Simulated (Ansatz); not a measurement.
LiNbO₃ (R-3, No. 148, 10 atoms in the cell; start mp-1078377; a measured phase of this formula has another space group), treated with r²SCAN+rVV10 (Ansatz, a program for electronic structure, PAW).

Settings: plane-wave cutoff 500 eV, 10×10×10 k mesh, Fermi–Dirac smearing 0.05 eV, no spin polarisation, scalar-relativistic PAW data made under PBE.

Cell (relaxed at this level):

```
CELL_PARAMETERS angstrom
      2.59647     1.49907     4.69725
     -2.59647     1.49907     4.69725
      0.00000    -2.99815     4.69725
ATOMIC_POSITIONS crystal
  Li 0.64302 0.64302 0.64302
  Li 0.35698 0.35698 0.35698
  Nb 0.85650 0.85650 0.85650
  Nb 0.14350 0.14350 0.14350
  O  0.04457 0.43854 0.78200
  O  0.95543 0.56146 0.21800
  O  0.78200 0.04457 0.43854
  O  0.21800 0.95543 0.56146
  O  0.43854 0.78200 0.04457
  O  0.56146 0.21800 0.95543
```

### Question
Predict the band gap.

### Answer

* **band gap**: 4.41 eV (on the SCF k mesh)

Note: the relaxation could not lower the start's symmetry, so the cell can be a saddle point above a distorted one.

Spin–orbit coupling is not included.

Computed values are for the static lattice.

Computing time: roughly 6 core-minutes.

A start named mp-… is a Materials Project structure, which need not be a measured phase.
